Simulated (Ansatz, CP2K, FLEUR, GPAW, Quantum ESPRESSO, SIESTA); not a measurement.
# One structure in several programs: LiCd₃ (P6_3/mmc, 8 atoms in the cell)

Self-consistent single point.

```xyz
8
Lattice="6.1101 0.0000 0.0000 -3.0551 5.2915 0.0000 0.0000 0.0000 4.8492" Properties=species:S:1:pos:R:3 pbc="T T T"
Li     3.0551     1.7638     1.2123
Li     0.0000     3.5277     3.6369
Cd     4.5531     0.8989     3.6369
Cd    -1.4981     4.3926     1.2123
Cd     1.4981     4.3926     1.2123
Cd     1.5570     0.8989     3.6369
Cd     3.0551     3.4937     3.6369
Cd     0.0000     1.7978     1.2123
```

Shared settings, as Ansatz (a quantum-chemistry and plane-wave program) writes them: kpoints.mp_grid.grid = 4 4 5; scf.occupations.method = fermi_dirac; scf.occupations.width = 0.01 Ry. Potentials and cutoffs stand in the table.

| code | model | pressure (GPa) | largest force (eV/Å) | cutoff |
|---|---|---|---|---|
| SIESTA | LDA PW92, numerical atomic orbitals DZP, PseudoDojo LDA standard norm-conserving potentials (rewritten from UPF to PSML) | -9.75 | 0.195 | grid 300 Ry |
| FLEUR | LDA (Perdew-Zunger), all-electron FLAPW (FLEUR), scalar-relativistic valence | – | 0.022 | Kmax 4.2 1/bohr |
| GPAW | LDA (Perdew-Wang 92), GPAW PAW datasets LDA (gpaw-data 1.0.1) | -4.46 | 0.035 | 550 eV |
| Quantum ESPRESSO | LDA (PZ), GBRV 1.5 ultrasoft (LDA) pseudopotentials | -4.37 | 0.016 | 40 Ry |
| CP2K | LDA (Pade form), GPW, DZVP-MOLOPT-SR-GTH basis, GTH-PADE potentials (GTH_POTENTIALS) | -2.90 | 0.003 | grid 500 Ry |
| Ansatz | LDA (PW92), PAW files made with PBE | -4.11 | 0.021 | 30.9 Ry |

A dash marks a value that a program does not give, or that is left out as unsure.

The spread over the programs that give each value: pressure within 6.85 GPa; largest force within 0.192 eV/Å.

SIESTA and CP2K use small atom-centred bases, whose incompleteness enters pressures, forces and empty levels differently from a plane-wave cutoff. FLEUR treats all electrons, but the usual bases taken here (sphere radii, linearisation, local orbitals, empty states) were not tested for convergence, so the values are no reference for the others. Ansatz's pressure is given at a fixed set of plane waves, as the other plane-wave codes print theirs. The same LDA comes in different parametrisations, which differ slightly. In the pressure, SIESTA (by 5.38) and CP2K (by 1.48) lie more than 1 GPa from the median of the plane-wave programs. In the force vectors, SIESTA (by 0.174) lies more than 0.08 eV/Å from the median of the plane-wave programs.

The starting cell comes from a database of computed structures (which also holds hypothetical and non-ambient phases and stackings), without a prior relaxation at this level.

Keys are those of Ansatz 0.2.
